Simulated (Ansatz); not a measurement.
Pressure series in Re

The parent structure is Re (space group R-3m, No. 166; a cell from a computed database, its experimental status unchecked).

```yaml
crystal:
  lattice:
    - [1.37681, 0.79490, 6.65176]
    - [-1.37681, 0.79490, 6.65176]
    - [0.00000, -1.58981, 6.65176]
  atoms:
    - { symbol: Re, position: [0.00000, 0.00000, 0.00000] }
    - { symbol: Re, position: [0.22213, 0.22213, 0.22213] }
    - { symbol: Re, position: [0.77787, 0.77787, 0.77787] }
```

Cell and atoms are relaxed at each pressure.

Level of theory: PBEsol (Ansatz, an electronic-structure program; PAW; 420 eV plane waves; scalar-relativistic without spin-orbit coupling).

| P (GPa) | V (Å³/atom) |
|---|---|
| 0.30 | 14.549 |
| 0.70 | 14.534 |
| 1.49 | 14.505 |
| 3.00 | 14.450 |
| 5.00 | 14.379 |
| 7.50 | 14.293 |

A third-order Birch–Murnaghan fit to these points gives V₀ = 14.56 Å³/atom, B₀ = 390 GPa and B₀′ = 4.4. At pressure 7.5 GPa the volume is 98.2 % of V₀.

Load acts through the strain it causes; cell and atoms are relaxed under it. Whether these cells are dynamically stable was not tested. Competing high-pressure phases were not computed. All final runs are without spin polarisation. This is not the structure that Re has at room temperature and ambient pressure.
